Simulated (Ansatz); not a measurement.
Start from Al2Cu (space group I4/mcm, No. 140).

```
CELL_PARAMETERS angstrom
     -3.00310     3.00310     2.39527
      3.00310    -3.00310     2.39527
      3.00310     3.00310    -2.39527
ATOMIC_POSITIONS crystal
  Al 0.65900 0.15900 0.81801
  Al 0.84100 0.65900 0.50000
  Al 0.15900 0.34100 0.50000
  Al 0.34100 0.84100 0.18199
  Cu 0.25000 0.25000 0.00000
  Cu 0.75000 0.75000 0.00000
```

Cartesian axes are those of the cell as printed.

Calculations: r2SCAN (Ansatz, a first-principles code, PAW, spin-orbit coupling left out), earlier PAW set.

Before the change:

```
Property                           Result
-----------------------------  ----------
Pressure                          0.0 GPa
Shortest interatomic distance  4.526 bohr
```

Now apply this change: the cell is compressed by 0.84 % along y with no lateral relaxation; the atoms relax in the strained cell.

Estimate the effect on the pressure, energy relative to the base and shortest interatomic distance.

The pressure (mean of the normal stresses, compression positive) goes from zero to 1.0 GPa; the energy increases by 0.6 meV/atom; the shortest interatomic distance remains 4.526 bohr.

Without a gap, meshes like the base's 12×12×12 leave anisotropic stresses uncertain by several tenths of a GPa, and small strain energies with them. Whether these cells are dynamically stable was not tested. All final runs are without spin polarisation.
